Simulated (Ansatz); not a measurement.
**CdTe, pressure series**

The reference is CdTe in the zinc blende structure (space group F-43m, No. 216).

```cif
data_CdTe
_chemical_formula_sum 'Te1 Cd1'
_space_group_name_H-M_alt 'P 1'
_space_group_IT_number 1
_cell_length_a 4.68006
_cell_length_b 4.68006
_cell_length_c 4.68006
_cell_angle_alpha 60.000
_cell_angle_beta 60.000
_cell_angle_gamma 60.000
loop_
_space_group_symop_operation_xyz
  'x, y, z'
loop_
_atom_site_label
_atom_site_type_symbol
_atom_site_fract_x
_atom_site_fract_y
_atom_site_fract_z
_atom_site_occupancy
Te1 Te 0.75000 0.75000 0.75000 1
Cd1 Cd 0.00000 0.00000 0.00000 1
```

Cell and atoms are relaxed at each pressure.

All numbers come from Ansatz (an electronic-structure program) PBE, without spin-orbit coupling, earlier PAW set.

Before the change:

```
Property    Value
--------  -------
Band gap  0.58 eV
```

The aim is a band gap between 0.72 eV and 0.77 eV. Which of these changes reaches it?
A) pressure 9 GPa
B) pressure 22.5 GPa
C) pressure 2.1 GPa
D) pressure 4.5 GPa
E) pressure 0.9 GPa

C, pressure 2.1 GPa. It gives 0.74 eV; pressure 22.5 GPa gives 1.52 eV; pressure 0.9 GPa gives 0.65 eV; pressure 9 GPa gives 1.10 eV; pressure 4.5 GPa gives 0.89 eV. Changes not listed may reach it too

Spin-orbit coupling, missing from the scalar runs, can matter with Te. Load acts through the strain it causes; cell and atoms are relaxed under it. No phonon test of stability was made. Measured, CdTe leaves this structure (for cinnabar) near 3.53 GPa (temperature not stated; as listed in Datta, Sujoy, Jana, Debnarayan, arXiv (2020)), on rising pressure, with hysteresis.
